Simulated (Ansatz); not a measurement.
PBE-D3(BJ) against r2SCAN+rVV10: PtSe2

The reference is PtSe2 in the CdI2 type structure (space group P-3m1, No. 164; a = 3.772 Å, c = 4.817 Å; layered).

(Cell as relaxed with PBE-D3(BJ).)

Levels (all Ansatz, a program for electronic structure, PAW, earlier PAW set): PBE-D3(BJ) (420 eV, without spin-orbit coupling); r2SCAN+rVV10 (500 eV, no spin-orbit coupling).

Each level relaxes its own structure.

| quantity | PBE-D3(BJ) | r2SCAN+rVV10 |
|---|---|---|
| volume per atom | 19.79 Å³ | (withheld) |
| lattice parameter a | 3.772 Å | (withheld) |
| lattice parameter c | 4.817 Å | (withheld) |
| band gap | zero | (withheld) |

Task: What does r2SCAN+rVV10 give?

Result: 
- volume per atom, r2SCAN+rVV10: 21.10 Å³
- lattice parameter a, r2SCAN+rVV10: 3.730 Å
- lattice parameter c, r2SCAN+rVV10: 5.252 Å
- band gap, r2SCAN+rVV10: zero

PBE-D3(BJ)'s volume per atom lies 1.31 Å³ below r2SCAN+rVV10's (6.2 %); PBE-D3(BJ)'s lattice parameter a lies 0.042 Å above r2SCAN+rVV10's (1.1 %); PBE-D3(BJ)'s lattice parameter c lies 0.435 Å below r2SCAN+rVV10's (8.3 %); the two agree on the band gap. The two levels end in clearly different cell shapes (a soft spacing or a collapse), which may drive these differences. Neither level is exact; r2SCAN+rVV10 is the comparison here, not a measurement.

With Pt present, leaving out spin-orbit coupling can change the band edges. Stability against distortions was not tested. The final runs are not spin-polarised. A zero or small gap of PtSe2 can be the functional's error rather than a property of the material.
